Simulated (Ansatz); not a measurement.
Total g(r) from a molecular-dynamics run [in the run: Γ point only, which a denser mesh shifts by 0.1 GPa in pressure and 0.03 eV/Å in forces]. Calculation: PBE (plane waves, PAW; Ansatz, a first-principles code).

```
r (Å) | g(r)
     1.02 |  0.00
     1.14 |  0.00
     1.26 |  0.00
     1.38 |  0.00
     1.50 |  0.00
     1.62 |  0.00
     1.74 |  0.00
     1.86 | ####### 0.88
     1.98 | ############################## 3.60
     2.10 | ##################### 2.51
     2.22 | ###### 0.78
     2.34 |  0.04
     2.46 |  0.01
     2.58 | ### 0.39
     2.70 | ########### 1.31
     2.82 | ############# 1.59
     2.94 | ############### 1.79
     3.06 | ############# 1.62
     3.18 | ### 0.39
     3.30 | ##### 0.64
     3.42 | ########### 1.33
     3.54 | ######## 0.96
     3.66 | ######### 1.12
     3.78 | ######### 1.10
     3.90 | ####### 0.78
     4.02 | ######## 0.96
     4.14 | ######## 0.91
     4.26 | ### 0.40
     4.38 | ##### 0.61
```

**Question.** Which system gave this curve?
(A) BN (wurtzite; a metastable form), crystal, 306 K, 3.9 GPa
(B) Ga2O3 (corundum; a metastable form), crystal, 297 K
(C) Al (fcc), crystal, 295 K, 6.9 GPa
(D) Ti (hcp), crystal, 297 K

**Answer.** B, Ga2O3 (corundum; a metastable form), crystal, 297 K
